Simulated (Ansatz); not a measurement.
**Point defects in SiC**

The reference is an 8-atom supercell of SiC in the zinc blende structure (space group F-43m, No. 216; a = 4.3563 Å) at its relaxed geometry.

One neutral defect a cell, atoms relaxed at fixed cell.

Computed with Ansatz (a quantum-chemistry and plane-wave program), r2SCAN, PAW, cutoff 500 eV, without spin-orbit coupling.

| variant | pressure | largest displacement of a host atom from its site in the perfect cell |
|---|---|---|
| perfect supercell | 0.0 GPa | – |
| Si interstitial (started 1.78 Å from the nearest host atom), symmetric start | 41.5 GPa | 0.36 Å |
| C vacancy | -1.4 GPa | 0.01 Å |
| Li interstitial (started 1.89 Å from the nearest host atom), symmetric start | 14.8 GPa | 0.01 Å |
| Si on a C site (antisite) | (withheld) | (withheld) |
| O on a C site, symmetric start | 5.9 GPa | 0.22 Å |

Problem. Complete the table.

Solution. 
- Si on a C site (antisite), pressure: 47.2 GPa
- Si on a C site (antisite), largest displacement of a host atom from its site in the perfect cell: 0.18 Å

The magnetic state is the one reached from the starting moments; the real material's order can differ, and small cells can't hold many antiferromagnetic ones. In so small a cell the defect repeats every few ångströms: this is an ordered compound, not a dilute defect. The mesh was chosen for an insulator and is coarse for the gapless case. Defects with a symmetric start kept the site's symmetry and may sit on a saddle; the others started slightly shaken. Seeded moments were not kept for Si interstitial (started 1.78 Å from the nearest host atom), C vacancy, Li interstitial (started 1.89 Å from the nearest host atom) and Si on a C site (antisite) and more.
